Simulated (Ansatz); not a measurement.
# Relaxation of cell and atoms of HfBe₃ (P6_3/mmc, 8 atoms in the cell) at several settings

```xyz
8
Lattice="5.3213 0.0000 0.0000 -2.6606 4.6083 0.0000 0.0000 0.0000 4.2681" Properties=species:S:1:pos:R:3 pbc="T T T"
Be     2.6606     3.1263     1.0670
Be    -1.3771     3.8673     3.2010
Be     1.2835     0.7410     1.0670
Be     0.0000     1.4820     3.2010
Be     4.0378     0.7410     1.0670
Be     1.3771     3.8673     3.2010
Hf     0.0000     3.0722     1.0670
Hf     2.6606     1.5361     3.2010
```

Base: PBE in Ansatz (a quantum-chemistry and plane-wave program). Its settings: basis.ecutwfc = 420 eV; kpoints.mp_grid.grid = 6 6 6; hamiltonian.xc = pbe; hamiltonian.pseudopotentials = {kind: paw}, with the files named one by one; scf.occupations.method = methfessel_paxton; scf.occupations.width = 0.1 eV. Starting volume 13.08 Å³ per atom.

Each line gives the change from the base single point and the result:

- relax: default → cell and atoms: pressure 0.00 GPa; final cell a = b = 5.488 Å, c = 3.603 Å, α = β = 90.00°, γ = 120.00°; final volume per atom 11.75 Å³; relaxation steps 9; free energy against the base single point -168.0 meV/atom.
- relax: default → cell and atoms; relax.cell.p_target: default → 5 GPa: pressure 4.99 GPa; final cell a = 5.417 Å, b = 5.417 Å, c = 3.563 Å, α = 90.00°, β = 90.00°, γ = 120.00°; final volume per atom 11.32 Å³; relaxation steps 11; free energy against the base single point -161.5 meV/atom.

The starting cell was generated: these elements placed on a structure prototype, without a prior relaxation; it need not be a known phase or ordering of this composition. Ansatz's pressure includes its estimate of the finite-basis (Pulay) stress.

Left out of this page: 1 run of the series outside the window shown, repeating another row's setting, or not comparable.

Keys are those of Ansatz 0.2.
